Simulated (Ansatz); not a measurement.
Results of HSE06 (plane waves, PAW; Ansatz, a program for electronic structure) for AlCl3 (C2/m, No. 12).

Settings: plane-wave cutoff 460 eV, 6×6×4 k mesh (along the axes of the cell as run), Fermi–Dirac smearing 0.01 eV, scalar-relativistic PAW data made under PBE.

Cell (relaxed at this level):

```xyz
8
Lattice="5.1743 2.9876 -0.0057 5.1743 -2.9876 0.0057 0.0000 -1.9345 -6.7112" Properties=species:S:1:pos:R:3 pbc="T T T"
Al     8.6241     0.0000     0.0000
Al     1.7245     0.0000     0.0000
Cl     5.1743     0.2345    -5.3910
Cl     5.1743    -2.1690    -1.3202
Cl     7.0502    -3.0150    -5.3852
Cl     7.0502     1.0806    -1.3260
Cl     3.2984     1.0806    -1.3260
Cl     3.2984    -3.0150    -5.3852
```

Estimate the band gap, smallest direct gap on the k points sampled and Γ–Γ gap that the calculation returns.


- band gap: 6.93 eV (on the SCF k mesh) (indirect)
- smallest direct gap on the k points sampled: 7.01 eV
- Γ–Γ gap: 7.01 eV

Note: the cell comes from a level without a dispersion term, which matters for the spacing of layers, chains or molecules; the volume lies 17 % above that of the published cell; the cell has widely spaced layers and the level no dispersion term, so their spacing and the moduli can rest on weak binding.

Computed values are for the static lattice.
